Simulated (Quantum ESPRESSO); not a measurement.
**Parameter sweep on CuO₂ (Cmcm, 6 atoms in the cell)**

```
CuO2
1.0
    1.41261    -5.21075     0.00000
    1.41261     5.21075     0.00000
    0.00000     0.00000     4.34342
Cu O
2 4
Direct
  0.83275   0.16725   0.25000
  0.16725   0.83275   0.75000
  0.44851   0.55149   0.25000
  0.55149   0.44851   0.75000
  0.21103   0.78897   0.25000
  0.78897   0.21103   0.75000
```

Base run A: Quantum ESPRESSO with PBEsol, GBRV 1.5 ultrasoft (PBESOL) pseudopotentials, self-consistent single point.

Its settings: ecutwfc = 50 Ry; ecutrho = 400 Ry; occupations = smearing; smearing = mp; degauss = 0.0036749 Ry; potentials = {Cu: cu_pbesol_v1.2.uspp.F.UPF, O: o_pbesol_v1.2.uspp.F.UPF}; K_POINTS = automatic 7 7 4 0 0 0; conv_thr = 1e-10 Ry.

The starting cell comes from a database of computed structures (which also holds hypothetical and non-ambient phases and stackings), without a prior relaxation at this level. Spin polarisation is off, so a magnetic state, if there is one, cannot be reached. In the base run, with a pressure of about -9 GPa the cell is away from its equilibrium volume at this level. The run gives no clean gap (levels at the Fermi energy touch, overlap or are partly filled at this smearing), which alone does not show that the compound is a metal. Without a gap this mesh is coarse (it stands for a supercell whose shortest vector is 17 Å).

ΔF is the free energy per atom less that of run A. 

Run A gave: pressure (GPa) -8.92; largest force (eV/Å) 0.435; iterations 17.

Runs:
- B: nosym: default → true
- C: nosym: default → true; noinv: default → true
- D: force_symmorphic: default → true
- E: use_all_frac: default → true

Which runs reach the base run's state, and which is quickest in iterations?

Runs B, C, D, E reached the same state as A (within 1 meV/atom). The fewest iterations to that state were 17 (A, D, E); the most were 21.

```tsv
run	ΔF (meV/atom)	pressure (GPa)	largest force (eV/Å)	iterations
A	0.00	-8.92	0.435	17
B	0.00	-8.93	0.436	21
C	0.00	-8.93	0.436	21
D	0.00	-8.92	0.435	17
E	0.00	-8.92	0.435	17
```
